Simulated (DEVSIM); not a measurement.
Structure: In0.49Ga0.51P/GaAs n-p heterojunction, at 300 K.

Layer 1 from the left is In0.49Ga0.51P, thickness (μm) 0.110, Nd (cm⁻³) 3.1e16, τn (s) 8.6e-10, τp (s) 8.6e-10. Layer 2 from the left is GaAs, thickness (μm) 0.770, Na (cm⁻³) 8.4e16, τn (s) 8.6e-10, τp (s) 8.6e-10.

Left contact: ohmic. Right contact: ohmic. Voltage is applied to the left contact. Recombination: SRH at mid-gap. Mobility is μmin + (μ − μmin)/(1 + (N/Nref)^α).

Constants are typed, rounded textbook-type inputs, not results; the design itself was drawn at random and stands for no fabricated device. Values at 300 K.

In0.49Ga0.51P: gap (eV) 1.89, affinity (eV) 4, permittivity 11.8, Nc (cm⁻³) 9e17, Nv (cm⁻³) 1.3e19, μn (cm²/Vs) 1500, μp (cm²/Vs) 80, μn,min 400, μp,min 15, Nref,n 2e16, Nref,p 1.5e17, αn 0.7, αp 0.8. GaAs: gap (eV) 1.424, affinity (eV) 4.07, permittivity 12.9, Nc (cm⁻³) 4.7e17, Nv (cm⁻³) 9e18, μn (cm²/Vs) 8500, μp (cm²/Vs) 400, μn,min 500, μp,min 20, Nref,n 6e16, Nref,p 1.5e17, αn 0.39, αp 0.38.

Model (solved in DEVSIM): 1D drift-diffusion, Boltzmann statistics, complete ionisation; no tunnelling, impact ionisation, image-force lowering or self-heating. Band offsets follow the typed affinities; no thermionic-emission limit at abrupt steps, no polarisation charge.

### Question
What does the simulation give for the dark forward voltage at 100 A/cm², the dark forward voltage at 1 A/cm², the potential step across the device at zero bias, the largest field in the device at zero bias?

### Answer
dark forward voltage at 100 A/cm² 1.124 V; dark forward voltage at 1 A/cm² 1.002 V; potential step across the device at zero bias 1.286 V; largest field in the device at zero bias 100000 V/cm.
